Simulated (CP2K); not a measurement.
# A self-consistent single point of K2Pt (Fm-3m, 3 atoms in the cell) with CP2K

Method: LDA (Pade form), GPW, DZVP-MOLOPT-SR-GTH basis, GTH-PADE potentials (GTH_POTENTIALS) in CP2K.

This input was run:

```
&GLOBAL
  PROJECT calc
  RUN_TYPE ENERGY_FORCE
  PRINT_LEVEL MEDIUM
&END GLOBAL
&FORCE_EVAL
  METHOD Quickstep
  STRESS_TENSOR ANALYTICAL
  &DFT
    BASIS_SET_FILE_NAME BASIS_MOLOPT
    POTENTIAL_FILE_NAME GTH_POTENTIALS
    &QS
      METHOD GPW
      EPS_DEFAULT 1E-10
    &END QS
    &MGRID
      CUTOFF 500
      REL_CUTOFF 50
      NGRIDS 5
    &END MGRID
    &SCF
      SCF_GUESS ATOMIC
      EPS_SCF 1E-7
      MAX_SCF 100
      ADDED_MOS 7
      &DIAGONALIZATION
        ALGORITHM STANDARD
      &END DIAGONALIZATION
      &MIXING
        METHOD BROYDEN_MIXING
        ALPHA 0.2
        NBUFFER 12
        BETA 1.5
      &END MIXING
      &SMEAR ON
        METHOD FERMI_DIRAC
        ELECTRONIC_TEMPERATURE [K] 580.23
      &END SMEAR
    &END SCF
    &KPOINTS
      SCHEME MONKHORST-PACK 3 3 3
    &END KPOINTS
    &XC
      &XC_FUNCTIONAL PADE
      &END XC_FUNCTIONAL
    &END XC
    &PRINT
      &MO
        EIGENVALUES T
        OCCUPATION_NUMBERS T
        NDIGITS 8
        FILENAME mo
        &EACH
          QS_SCF 0
        &END EACH
        ADD_LAST NUMERIC
      &END MO
      &MULLIKEN ON
      &END MULLIKEN
    &END PRINT
  &END DFT
  &SUBSYS
    &CELL
      A 5.33175600 0.00000000 0.00000000
      B 2.66587800 4.61743600 0.00000000
      C 2.66587800 1.53914500 4.35336100
      PERIODIC XYZ
    &END CELL
    &COORD
      K        7.99763400     4.61743575     3.26502075
      K        2.66587800     1.53914525     1.08834025
      Pt       0.00000000     0.00000000     0.00000000
    &END COORD
    &KIND K
      BASIS_SET DZVP-MOLOPT-SR-GTH
      POTENTIAL GTH-PADE-q9
    &END KIND
    &KIND Pt
      BASIS_SET DZVP-MOLOPT-SR-GTH
      POTENTIAL GTH-PADE-q18
    &END KIND
  &END SUBSYS
  &PRINT
    &FORCES ON
    &END FORCES
    &STRESS_TENSOR ON
    &END STRESS_TENSOR
  &END PRINT
&END FORCE_EVAL
```

The program printed (abridged):

```
 GLOBAL| Method name                                                        CP2K
 GLOBAL| Project name                                                       calc
 GLOBAL| Run type                                                   ENERGY_FORCE

 CELL| Volume [angstrom^3]:                                           107.175578
 CELL| Vector a [angstrom]:       5.332     0.000     0.000   |a| =     5.331756
 CELL| Vector b [angstrom]:       2.666     4.617     0.000   |b| =     5.331756
 CELL| Vector c [angstrom]:       2.666     1.539     4.353   |c| =     5.331756
 CELL| Angle (b,c), alpha [degree]:                                    60.000005
 CELL| Angle (a,c), beta  [degree]:                                    60.000002
 CELL| Angle (a,b), gamma [degree]:                                    59.999999
 CELL| Numerically orthorhombic:                                              NO
 CELL| Periodicity                                                           XYZ

 DFT| Spin restricted Kohn-Sham (RKS) calculation                            RKS
 DFT| Multiplicity                                                             1
 DFT| Number of spin states                                                    1
 DFT| Charge                                                                   0
 DFT| XC density smoothing                                                  NONE
 DFT| XC derivatives                                                          PW

 QS| Method:                                                                 GPW
 QS| Density plane wave grid type                        NON-SPHERICAL FULLSPACE
 QS| Number of grid levels:                                                    5
 QS| Density cutoff [a.u.]:                                                250.0
 QS| Multi grid cutoff [a.u.]: 1) grid level                               250.0
   [... lines left out ...]
 BRILLOUIN| Wavefunction type                                            COMPLEX
 BRILLOUIN| List of Kpoints [2 Pi/Bohr]                                       14
 BRILLOUIN| Number           Weight            X              Y              Z
 BRILLOUIN|     1           0.07407       -0.33333       -0.33333       -0.33333
 BRILLOUIN|     2           0.07407       -0.33333       -0.33333        0.00000
 BRILLOUIN|     3           0.07407       -0.33333       -0.33333        0.33333
   [... 11 lines left out ...]
 *******************************************************************************

 Extrapolation method: initial_guess

 Re-scaling the density matrix to get the right number of electrons
                  # Electrons              Trace(P)               Scaling factor
                           36                36.000                        1.000

 Number of electrons:                                                         36
 Number of occupied orbitals:                                                 18
 Number of molecular orbitals:                                                25

 Number of orbital functions:                                                 54
 Number of independent orbital functions:                                     54
 SCF WAVEFUNCTION OPTIMIZATION

  Step     Update method      Time    Convergence         Total energy    Change
     1 NoMix/Diag. 0.20E+00      -     2.03671615      -177.4009069782 -1.77E+02
     2 Broy./Diag. 0.20E+00      -     0.01808242      -176.9422195288  4.59E-01
     3 Broy./Diag. 0.20E+00      -     0.11044816      -176.9710900472 -2.89E-02
     4 Broy./Diag. 0.20E+00      -     0.03257858      -177.3307323934 -3.60E-01
     5 Broy./Diag. 0.20E+00      -     0.04413181      -176.7848899534  5.46E-01
     6 Broy./Diag. 0.20E+00      -     0.00589517      -177.0496242198 -2.65E-01
     7 Broy./Diag. 0.20E+00      -     0.01716006      -177.0486077082  1.02E-03
   [... 8 lines left out ...]
    16 Broy./Diag. 0.20E+00      -     0.00000567      -177.1813165197  1.65E-07
    17 Broy./Diag. 0.20E+00      -     0.00000262      -177.1812140423  1.02E-04
    18 Broy./Diag. 0.20E+00      -     0.00000013      -177.1812140974 -5.52E-08
    19 Broy./Diag. 0.20E+00      -     0.00000060      -177.1812228393 -8.74E-06
    20 Broy./Diag. 0.20E+00      -     0.00000009      -177.1812249358 -2.10E-06
  *** SCF run converged in    20 steps ***

  Electronic density on regular grids:        -35.9999999998        0.0000000002
  Core density on regular grids:               35.9999999978       -0.0000000022
  Total charge density on r-space grids:       -0.0000000020
  Total charge density g-space grids:          -0.0000000020

  Overlap energy of the core charge distribution:               0.00000000000000
  Self energy of the core charge distribution:               -297.04581573789369
  Core Hamiltonian energy:                                     67.69375215935720
  Hartree energy:                                              72.28496645454236
  Exchange-correlation energy:                                -20.11412781086790
  Electronic entropic energy:                                  -0.00000000092548
  Fermi energy:                                                 0.13463627894823

  Total energy:                                              -177.18122493578750
  Total energy (extrapolated to T->0):                       -177.18122493532476

                     Mulliken Population Analysis

 #  Atom  Element  Kind  Atomic population                           Net charge
       1     K        1          8.689537                              0.310463
       2     K        1          8.689537                              0.310463
       3     Pt       2         18.620926                             -0.620926
 # Total charge                             36.000000                  0.000000

 ENERGY| Total FORCE_EVAL ( QS ) energy [hartree]           -177.181225156351957

 FORCES| Atomic forces [hartree/bohr]
 FORCES|   Atom     x               y               z               |f|
 FORCES|      1 -6.56770911E-10  8.95332300E-09 -1.58195571E-09   9.11569661E-09
 FORCES|      2  6.56504213E-10 -8.95326817E-09  1.58187120E-09   9.11560888E-09
 FORCES|      3 -5.82626092E-14 -7.68102030E-14  5.54338937E-14   1.11208163E-13
 FORCES| Sum    -3.24960585E-13 -2.19813667E-14 -2.90764740E-14
 FORCES| Total atomic force                                       3.26998476E-13

 STRESS| Analytical stress tensor [bar]
 STRESS|                        x                   y                   z
 STRESS|      x       -1.72119052851E+04   2.00327825882E-02   1.41653539657E-02
 STRESS|      y        2.00327825882E-02  -1.72121239008E+04   5.66109109994E-02
 STRESS|      z        1.41653539657E-02   5.66109109994E-02  -1.72121675047E+04
 STRESS| 1/3 Trace                                            -1.72120655635E+04
```

The run converged in 20 iterations.

The starting cell comes from a database of computed structures (which also holds hypothetical and non-ambient phases and stackings), without a prior relaxation at this level. Its lattice was rescaled by up to half a per cent. Values carry the incompleteness of an atom-centred basis.

Cost on one core of a shared machine: roughly 40 s.
